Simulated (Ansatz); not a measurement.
Output of an Ansatz run (abridged):

```
WARN ansatz: RAYON_NUM_THREADS=1 ignored (pool sized by the plan → 1); use --threads N
Pseudopotentials: kind: paw
Pseudopotential: Ag, paw, valence charge 19
Pseudopotential: Br, paw, valence charge 7
Crystal: 2 atoms, lattice volume = 48.459 Å³
Basis set: ecut = 420.4159175005146 eV, 941 PW (Γ), exchange–correlation on 60×60×60 points (8 copies of the dense FFT grid, shifted against one another)
Bands: 17, of which v1, the nominal top of the filled ones, is band 13 counted from 1 (12 counted from 0)
Symmetry: 48 space group operations
Space group: Fm-3m (ITA 225), of the structure as read, at distance tolerance 3.6e-5 Å
k-points: 20 of 343
Initial density: superposition of atomic densities (neutral atoms: chi_scale 0, normalization atom), corrected by the library's trained network
Initial wavefunctions: pseudopotential atomic-orbital guess
Eigensolver: davidson
Functional: x = pbe(κ = 0.804, μ = 0.2195149727645171), c = pbe(β = 0.06672455060314922)
SCF iter   1: F=—  HF=-10374.359491 eV  |F-HF|=—  |Δ(HF+E_count)|=         —  Δρ=3.32e-4  dr2=3.37e-5  ethr=1.77e-3  ⟨swp⟩=5.2  Hψ=1685  notcnv=0
all-band conjugate gradients solve this SCF's bands
preconditioner: auto → none
SCF iter   2: F=—  HF=-10374.361238 eV  |F-HF|=—  |Δ(HF+E_count)|=   1.75e-3  Δρ=2.38e-4  dr2=1.44e-5  ethr=1.30e-7  ⟨swp⟩=4.5  Hψ=1160  notcnv=0
SCF iter   3: F=—  HF=-10374.361259 eV  |F-HF|=—  |Δ(HF+E_count)|=   2.12e-5  Δρ=1.14e-4  dr2=4.57e-6  ethr=5.55e-8  ⟨swp⟩=2.0  Hψ=594  notcnv=0
SCF iter   4: F=—  HF=-10374.361264 eV  |F-HF|=—  |Δ(HF+E_count)|=   4.15e-6  Δρ=3.43e-5  dr2=2.03e-7  ethr=1.76e-8  ⟨swp⟩=2.0  Hψ=497  notcnv=0
iter 5 did not close the SCF: its close was put off for the readings that it lacked (scf_convergence_deferred on its scf_iter line)
SCF iter   5: F=-10374.361265 eV  HF=-10374.361265 eV  |F-HF|=3.35e-9  |Δ(HF+E_count)|=   1.21e-6  Δρ=8.62e-6  dr2=2.99e-8  ethr=7.79e-10  ⟨swp⟩=2.0  Hψ=552  notcnv=0
SCF iter   6: F=-10374.361265 eV  HF=-10374.361265 eV  |F-HF|=1.55e-9  |Δ(HF+E_count)|=   8.52e-9  Δρ=2.29e-6  dr2=2.03e-9  ethr=1.15e-10  ⟨swp⟩=2.0  Hψ=1159  notcnv=0
SCF 1 converged in 6 iterations: F = -10374.361265 eV  dr2 = 2.03e-9
SCF converged after 6 iterations
Free energy (F): -10374.361265 eV
Harris-Foulkes:  -10374.361265 eV  (|F-HF|=1.55e-9)
Internal energy: -10374.361265 eV  (E = F + TS)
E sigma→0 (E₀):  -10374.361265 eV
Fermi energy:    8.119352 eV
--- Per-component energies (eV) ---
  E_band       = -369.649116
  E_kinetic    = 661.261963
  E_local      = -3361.006057  (includes V_loc(G=0)·N_el)
  E_nonlocal   = 153.904294
  E_hartree    = 1470.098453
  E_xc         = -447.293604
  E_vxc        = -335.713447  (∫ρ·V_xc dr)
  E_paw        = -6152.113232  (= ΣΔE_a)
  E_vpaw       = -428.296158  (= ΣTr[D̂ρ^β])
  E_aug_tail   = 0.000312  (compensation charges beyond the density's cutoff)
  E_ewald      = -2699.213394
  E_smearing   = -0.000000  (= −TS)
  E_closure    = -0.000000  (closes the sum)
  Σ components = -10374.361265   (vs F -10374.361265, Δ=0.00e0)
--- Forces (eV/Å), atoms counted from 1 ---
  atom   1  Ag    -0.00000000     0.00000000    -0.00000000
  atom   2  Br     0.00000000    -0.00000000    -0.00000000
  max |Σ_I F_I| component: 9.20e-31 eV/Å
--- Stress (GPa, compression-positive) ---
        1.158269       0.000000       0.000000
       -0.000000       1.158269       0.000000
       -0.000000      -0.000000       1.158269
  P = ⅓ Tr σ = 1.1583 GPa (11.583 kbar)
  The stress holds the Pulay correction. Without it, at fixed plane waves, as pw.x and ABINIT print it: P = 1.1210 GPa
--- Band table (eV; the first three rows and the last of 20) ---
  k-point 0: bands = ["-82.2132", "-45.7437", "-45.7437", "-45.7437", "-7.1263", "5.1043", "5.1043", "5.1049", "5.1049", "5.1049", "5.9534", "5.9534", "5.9534", "8.4786", "17.7303", "17.7303", "17.7303"]
  k-point 1: bands = ["-82.2131", "-45.7440", "-45.7438", "-45.7438", "-7.0530", "4.6464", "4.6464", "4.6507", "5.1570", "5.1570", "5.5774", "6.4956", "6.4956", "9.5010", "16.1649", "17.1856", "17.1856"]
  k-point 2: bands = ["-82.2131", "-45.7446", "-45.7439", "-45.7439", "-6.8797", "3.5415", "4.1108", "4.1108", "5.2775", "5.2775", "5.5950", "7.2400", "7.2400", "10.9726", "14.6702", "15.6944", "15.6944"]
  k-point 19: bands = ["-82.2131", "-45.7448", "-45.7447", "-45.7442", "-6.6553", "3.6490", "3.9411", "4.0377", "5.3585", "5.4483", "5.6653", "5.7800", "6.5681", "11.4725", "14.5031", "15.6462", "15.9078"]
```

The structure:

```xyz
2
Lattice="0.0000 2.8937 2.8937 2.8937 0.0000 2.8937 2.8937 2.8937 0.0000" Properties=species:S:1:pos:R:3 pbc="T T T"
Ag     0.0000     0.0000     0.0000
Br     2.8937     2.8937     2.8937
```

Problem. Write an input that gives this output.

Solution. Other spellings and defaults could give the same log, and not every line can be read from it. The input that was run (DFT, PBE, plane waves, default PAW files):

Ansatz 0.2 input:
```yaml
# AgBr
crystal:
  lattice:
    - [0.000000, 2.893655, 2.893655]
    - [2.893655, 0.000000, 2.893655]
    - [2.893655, 2.893655, 0.000000]
  atoms:
    - { symbol: Ag, position: [0.000000, 0.000000, 0.000000] }
    - { symbol: Br, position: [0.500000, 0.500000, 0.500000] }
basis:
  ecutwfc: 30.9 Ry
kpoints:
  mp_grid:
    grid: [7, 7, 7]
hamiltonian:
  xc: pbe
  pseudopotentials:
    kind: paw
scf:
  occupations:
    method: fermi_dirac
    width: 0.0007 Ry
output:
  forces: true
  eigenvalues: true
  stress: true
```

The starting cell has typed, rounded lattice constants, without a prior relaxation at this level. Its lattice was rescaled by up to half a per cent. Ansatz's pressure includes its estimate of the finite-basis (Pulay) stress.

Ansatz is a first-principles code.
